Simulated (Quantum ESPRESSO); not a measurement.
A self-consistent single point of BaO (Fm-3m, 2 atoms in the cell) with Quantum ESPRESSO.

Method of the run: PBE, spin-orbit coupling, PseudoDojo fully relativistic norm-conserving (PBE) pseudopotentials (plane waves; Quantum ESPRESSO).

```yaml
crystal:
  lattice:
    - [0.00000, 2.77000, 2.77000]
    - [2.77000, 0.00000, 2.77000]
    - [2.77000, 2.77000, 0.00000]
  atoms:
    - { symbol: Ba, position: [0.00000, 0.00000, 0.00000] }
    - { symbol: O, position: [0.50000, 0.50000, 0.50000] }
```

Reference input (self-consistent single point, DFT, PBE, plane waves, GBRV 1.5 ultrasoft (PBE) pseudopotentials): ecutwfc = 40 Ry; ecutrho = 200 Ry; occupations = smearing; smearing = fd; degauss = 0.000734986 Ry; potentials = {Ba: ba_pbe_v1.uspp.F.UPF, O: o_pbe_v1.2.uspp.F.UPF}; K_POINTS = automatic 8 8 8 0 0 0; conv_thr = 1e-08 Ry. This run's input differs from it in these lines:

```diff
@@ -13,4 +13,3 @@
   ntyp = 2,
-  ecutwfc = 40,
-  ecutrho = 200,
+  ecutwfc = 85,
   occupations = 'smearing',
@@ -18,2 +17,4 @@
   degauss = 0.000734986,
+  noncolin = .true.,
+  lspinorb = .true.,
 /
@@ -23,4 +24,4 @@
 ATOMIC_SPECIES
-Ba   137.3270  ba_pbe_v1.uspp.F.UPF
-O     15.9990  o_pbe_v1.2.uspp.F.UPF
+Ba   137.3270  Ba.upf
+O     15.9990  O.upf
 ATOMIC_POSITIONS crystal
```

Output (repeated stretches shortened):

```
     Self-consistent Calculation

     iteration #  1     ecut=    85.00 Ry     beta= 0.70

     total energy              =     -88.93010220 Ry
     estimated scf accuracy    <       0.71668553 Ry

     iteration #  2     ecut=    85.00 Ry     beta= 0.70

     total energy              =     -88.65110057 Ry
     estimated scf accuracy    <       3.57847347 Ry

     iteration #  3     ecut=    85.00 Ry     beta= 0.70

     total energy              =     -89.31856594 Ry
     estimated scf accuracy    <       0.04405025 Ry

   [... 9 blocks of this kind left out ...]

     iteration # 13     ecut=    85.00 Ry     beta= 0.70

     total energy              =     -89.31170851 Ry
     estimated scf accuracy    <       0.00000020 Ry

     iteration # 14     ecut=    85.00 Ry     beta= 0.70
     End of self-consistent calculation

     the Fermi energy is     9.2162 ev

!    total energy              =     -89.31170859 Ry
     estimated scf accuracy    <          9.5E-09 Ry
     smearing contrib. (-TS)   =       0.00000000 Ry
     internal energy E=F+TS    =     -89.31170859 Ry

     convergence has been achieved in  14 iterations

     Forces acting on atoms (cartesian axes, Ry/au):

     atom    1 type  1   force =     0.00000000    0.00000000    0.00000000
     atom    2 type  2   force =    -0.00000000   -0.00000000    0.00000000

     Total force =     0.000000     Total SCF correction =     0.000000

          total   stress  (Ry/bohr**3)                   (kbar)     P=       11.29
   0.00007672   0.00000000   0.00000000           11.29        0.00        0.00
   0.00000000   0.00007672   0.00000000            0.00       11.29        0.00
   0.00000000   0.00000000   0.00007672            0.00        0.00       11.29

   JOB DONE.
```

The run converged in 14 iterations. Against the reference run the pressure goes from 2.11 to 1.13 GPa and the gap on the mesh goes from 2.044 to 2.009 eV. The full log also holds: “c_bands:  1 eigenvalues not converged”.

The starting cell has typed, rounded lattice constants, without a prior relaxation at this level.

Cost on one core of a shared machine: roughly 4 min.
